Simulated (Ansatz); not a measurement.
BePt (model structure, started from the CuAu type, P4/mmm, No. 123, 2 atoms in the cell), treated with LDA (PAW; Ansatz, an electronic-structure program).

Run with plane-wave cutoff 520 eV, 20×20×16 k mesh (along the axes of the cell as run), Fermi–Dirac smearing 0.05 eV, scalar-relativistic PAW data made under PBE.

Cell (relaxed at this level):

```xyz
2
Lattice="2.7559 0.0000 0.0000 0.0000 2.7559 0.0000 0.0000 0.0000 2.8934" Properties=species:S:1:pos:R:3 pbc="T T T"
Be     1.3780     1.3780     1.4467
Pt     0.0000     0.0000     0.0000
```

Problem. What does this level give for the bulk modulus B0?

Solution. 
* **bulk modulus B0**: 242 GPa

The run finds no gap.

Note: the bulk modulus is −V dP/dV from two relaxed cells at ±2 % in volume; the relaxation could raise the start's symmetry but not lower it, so the cell can be a saddle point.

Spin–orbit coupling is not included.

Static lattice: no zero-point or thermal effects.

It cost very roughly 2.1 core-minutes of CPU time.

A model structure was made by putting elements into a prototype or built by hand; it is no filed structure, need not be a known phase, and can be a saddle point held by its symmetry.
